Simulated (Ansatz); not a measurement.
An Ansatz (an electronic-structure program) input (PBEsol (Ansatz, PAW, without spin-orbit coupling)):

Ansatz 0.2 input:
```yaml
crystal:
  lattice:
    - [5.3636501192, 0, 0]
    - [0, 3.9216965798, 0]
    - [0, 0, 7.3907386652]
  atoms:
    - { symbol: Si, position: [0.2826925993, 0.25, 0.8951153193] }
    - { symbol: Si, position: [0.7173074007, 0.75, 0.1048846807] }
    - { symbol: Si, position: [0.2173074007, 0.75, 0.3951153193] }
    - { symbol: Si, position: [0.7826925993, 0.25, 0.6048846807] }
    - { symbol: Rh, position: [0.5263499708, 0.75, 0.7996517882] }
    - { symbol: Rh, position: [0.4736500292, 0.25, 0.2003482118] }
    - { symbol: Rh, position: [0.9736500292, 0.25, 0.2996517882] }
    - { symbol: Rh, position: [0.0263499708, 0.75, 0.7003482118] }
    - { symbol: Rh, position: [0.8384674532, 0.25, 0.9301495786] }
    - { symbol: Rh, position: [0.1615325468, 0.75, 0.0698504214] }
    - { symbol: Rh, position: [0.6615325468, 0.75, 0.4301495786] }
    - { symbol: Rh, position: [0.3384674532, 0.25, 0.5698504214] }
basis: { ecutwfc: 420, ecutrho_ratio: 4, xc_grid: 2, fft_grid_basis: typed }
kpoints: { mp_grid: { grid: [7, 10, 5] } }
hamiltonian:
  xc: pbesol
  dispersion: none
  pseudopotentials: { kind: paw }
scf: { occupations: { method: fermi_dirac, width: 0.05 }, convergence: { dr2_threshold: 0.0000000012 } }
output: { forces: true, stress: true }
```

Question: Which symmetry and how many k-points will the program report, and about how many plane waves at Γ?

Answer: Space group Pnma (ITA 62) with 8 operations, k-points 72 of 350, and 3029 plane waves at Γ.

Whether these cells are dynamically stable was not tested. All final runs are without spin polarisation. The cell is Rh2Si (space group Pnma, No. 62; a cell from a computed database, its experimental status unchecked).
